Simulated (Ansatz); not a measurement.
**What isotropic strain +3.00 % does to PbSe**

Start from PbSe in the rock salt structure (space group Fm-3m, No. 225; a = 6.178 Å).

Perturbation: every lattice vector is stretched by 3.00 %, atoms relaxed at fixed cell.

Method: plane-wave PAW DFT at the r2SCAN level (Ansatz, an electronic-structure program, 500 eV), without spin-orbit coupling. k-mesh 9×9×9 (Γ-centred); smearing 0.05 eV (Fermi–Dirac).

| quantity | base | changed | shift |
|---|---|---|---|
| volume per atom | 29.48 Å³ | 32.21 Å³ | +2.73 Å³ |
| space group | Fm-3m (No. 225) | Fm-3m (No. 225) | – |
| shortest interatomic distance | 308.9 pm | 318.2 pm | +9.3 pm |
| energy relative to the base (free energy F) | 0 meV/atom | +35 meV/atom | +35 meV/atom |
| pressure | -0.01 GPa | -3.76 GPa | -3.75 GPa |
| band gap | 0.67 eV | 0.91 eV | +0.246 eV |
| gap character | direct at L | direct at L | – |
| mean gap deformation potential ΔEg/Δln V | – | +2.8 eV | – |
| width of the top valence band | 3.20 eV | 2.60 eV | -0.60 eV |
| electron mass | 0.19 mₑ along k, 0.14 mₑ across (at L) | 0.25 mₑ along k, 0.14 mₑ across (at L) | – |
| hole mass | 0.24 mₑ along k, 0.11 mₑ across (at L) | 0.36 mₑ along k, 0.14 mₑ across (at L) | – |
| valley order (the lowest conduction-band minima on the path, energy above the VBM, named in the base's zone) | L along ⟨111⟩ 0.67 eV; a point along ⟨110⟩, about 0.6 Å⁻¹ from Γ 1.46 eV; a point along ⟨100⟩, about 0.4 Å⁻¹ from Γ 2.19 eV | L along ⟨111⟩ 0.91 eV; a point along ⟨110⟩, about 0.7 Å⁻¹ from Γ 1.66 eV; a point along ⟨100⟩, about 0.4 Å⁻¹ from Γ 2.30 eV | – |

Final structure:

```
CELL_PARAMETERS angstrom
      0.00000     3.18168     3.18168
      3.18168     0.00000     3.18168
      3.18168     3.18168     0.00000
ATOMIC_POSITIONS crystal
  Pb 0.00000 0.00000 0.00000
  Se 0.50000 0.50000 0.50000
```

Spin-orbit coupling, missing from the scalar runs, can matter with Pb. Effective masses come from finite differences of ±0.01 Å⁻¹. Along k means along the line from Γ to the band edge. Whether these cells are dynamically stable was not tested.
